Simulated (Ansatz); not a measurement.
Output of an Ansatz run (abridged):

```
WARN ansatz: RAYON_NUM_THREADS=1 ignored (pool sized by the plan → 1); use --threads N
Pseudopotentials: kind: paw
Pseudopotential: Rb, paw, valence charge 9
Pseudopotential: Br, paw, valence charge 7
Crystal: 2 atoms, lattice volume = 82.509 Å³
Basis set: ecut = 420 eV, 1639 PW (Γ), exchange–correlation on 72×72×72 points (8 copies of the dense FFT grid, shifted against one another)
Bands: 12, of which v1, the nominal top of the filled ones, is band 8 counted from 1 (7 counted from 0)
Symmetry: 48 space group operations
Space group: Fm-3m (ITA 225), of the structure as read, at distance tolerance 4.4e-5 Å
k-points: 16 of 216
Initial density: superposition of atomic densities (neutral atoms: chi_scale 0, normalization atom), corrected by the library's trained network
Initial wavefunctions: pseudopotential atomic-orbital guess
Eigensolver: davidson
Functional: x = pbe(κ = 0.804, μ = 0.2195149727645171), c = pbe(β = 0.06672455060314922)
SCF iter   1: F=—  HF=-6054.063204 eV  |F-HF|=—  |Δ(HF+E_count)|=         —  Δρ=2.33e-4  dr2=8.09e-5  ethr=1.77e-3  ⟨swp⟩=8.2  Hψ=1395  notcnv=0
all-band conjugate gradients solve this SCF's bands
preconditioner: auto → none
SCF iter   2: F=—  HF=-6054.063406 eV  |F-HF|=—  |Δ(HF+E_count)|=   2.02e-4  Δρ=7.72e-5  dr2=4.14e-6  ethr=5.06e-7  ⟨swp⟩=3.4  Hψ=614  notcnv=0
SCF iter   3: F=—  HF=-6054.063425 eV  |F-HF|=—  |Δ(HF+E_count)|=   1.87e-5  Δρ=2.85e-5  dr2=3.22e-7  ethr=2.59e-8  ⟨swp⟩=2.3  Hψ=301  notcnv=0
iter 4 did not close the SCF: its close was put off for the readings that it lacked (scf_convergence_deferred on its scf_iter line)
SCF iter   4: F=-6054.063428 eV  HF=-6054.063428 eV  |F-HF|=5.48e-8  |Δ(HF+E_count)|=   3.32e-6  Δρ=6.27e-6  dr2=5.72e-8  ethr=2.02e-9  ⟨swp⟩=2.0  Hψ=304  notcnv=0
iter 5 did not close the SCF: its close was put off for the readings that it lacked (scf_convergence_deferred on its scf_iter line)
SCF iter   5: F=-6054.063428 eV  HF=-6054.063428 eV  |F-HF|=4.43e-9  |Δ(HF+E_count)|=   7.67e-8  Δρ=8.45e-7  dr2=3.26e-10  ethr=3.57e-10  ⟨swp⟩=2.0  Hψ=304  notcnv=0
SCF iter   6: F=-6054.063428 eV  HF=-6054.063428 eV  |F-HF|=9.09e-12  |Δ(HF+E_count)|=   5.14e-9  Δρ=9.21e-8  dr2=4.66e-12  ethr=2.04e-12  ⟨swp⟩=1.4  Hψ=592  notcnv=0
SCF 1 converged in 6 iterations: F = -6054.063428 eV  dr2 = 4.66e-12
SCF converged after 6 iterations
Free energy (F): -6054.063428 eV
Harris-Foulkes:  -6054.063428 eV  (|F-HF|=9.09e-12)
Internal energy: -6054.063428 eV  (E = F + TS)
E sigma→0 (E₀):  -6054.063428 eV
Fermi energy:    3.220767 eV
--- Per-component energies (eV) ---
  E_band       = -110.037039
  E_kinetic    = 327.110790
  E_local      = -809.327946  (includes V_loc(G=0)·N_el)
  E_nonlocal   = 243.347584
  E_hartree    = 209.613849
  E_xc         = -396.219524
  E_vxc        = -241.893699  (∫ρ·V_xc dr)
  E_paw        = -4864.565794  (= ΣΔE_a)
  E_vpaw       = -48.501495  (= ΣTr[D̂ρ^β])
  E_aug_tail   = -0.000001  (compensation charges beyond the density's cutoff)
  E_ewald      = -764.022386
  E_smearing   = -0.000000  (= −TS)
  E_closure    = -0.000000  (closes the sum)
  Σ components = -6054.063428   (vs F -6054.063428, Δ=0.00e0)
--- Forces (eV/Å), atoms counted from 1 ---
  atom   1  Rb    -0.00000000     0.00000000     0.00000000
  atom   2  Br     0.00000000    -0.00000000    -0.00000000
  max |Σ_I F_I| component: 5.49e-30 eV/Å
--- Stress (GPa, compression-positive) ---
        0.613460       0.000000       0.000000
        0.000000       0.613460       0.000000
       -0.000000      -0.000000       0.613460
  P = ⅓ Tr σ = 0.6135 GPa (6.135 kbar)
  The stress holds the Pulay correction. Without it, at fixed plane waves, as pw.x and ABINIT print it: P = 0.6090 GPa
--- Band table (eV; the first three rows and the last of 16) ---
  k-point 0: bands = ["-23.4127", "-11.1001", "-7.4845", "-7.4845", "-7.4845", "1.0554", "1.0554", "1.0554", "5.3579", "8.3306", "8.3306", "8.3306"]
  k-point 1: bands = ["-23.4106", "-11.1095", "-7.4864", "-7.4864", "-7.4742", "0.7653", "0.9670", "0.9670", "5.9817", "8.1928", "8.6501", "8.6501"]
  k-point 2: bands = ["-23.4065", "-11.1281", "-7.4901", "-7.4901", "-7.4537", "0.3040", "0.8012", "0.8012", "7.2206", "8.3144", "9.5391", "9.5391"]
  k-point 15: bands = ["-23.4021", "-11.0686", "-7.6246", "-7.5747", "-7.4892", "0.6466", "0.6625", "0.7977", "7.3680", "8.8204", "8.9797", "9.9024"]
```

The structure:

```
CELL_PARAMETERS angstrom
      0.00000     3.45533     3.45533
      3.45533     0.00000     3.45533
      3.45533     3.45533     0.00000
ATOMIC_POSITIONS crystal
  Rb 0.00000 0.00000 0.00000
  Br 0.50000 0.50000 0.50000
```

Problem. Write an input that gives this output.

Solution. Other spellings and defaults could give the same log, and not every line can be read from it. The input that was run (DFT, PBE, plane waves, default PAW files):

Ansatz 0.2 input:
```yaml
# RbBr
crystal:
  lattice:
    - [0.00000000, 3.45533500, 3.45533500]
    - [3.45533500, 0.00000000, 3.45533500]
    - [3.45533500, 3.45533500, 0.00000000]
  atoms:
    - { symbol: Rb, position: [0.00000000, 0.00000000, 0.00000000] }
    - { symbol: Br, position: [0.50000000, 0.50000000, 0.50000000] }
basis:
  ecutwfc: 420.0 eV
kpoints:
  mp_grid: { grid: [6, 6, 6] }
hamiltonian:
  xc: pbe
  pseudopotentials: { kind: paw }
scf:
  occupations: { method: fermi_dirac, width: 0.02 eV }
output:
  forces: true
  eigenvalues: true
  stress: true
```

The starting cell has typed, rounded lattice constants, without a prior relaxation at this level. Its lattice was rescaled by up to half a per cent. Ansatz's pressure includes its estimate of the finite-basis (Pulay) stress.

Ansatz is an electronic-structure program.
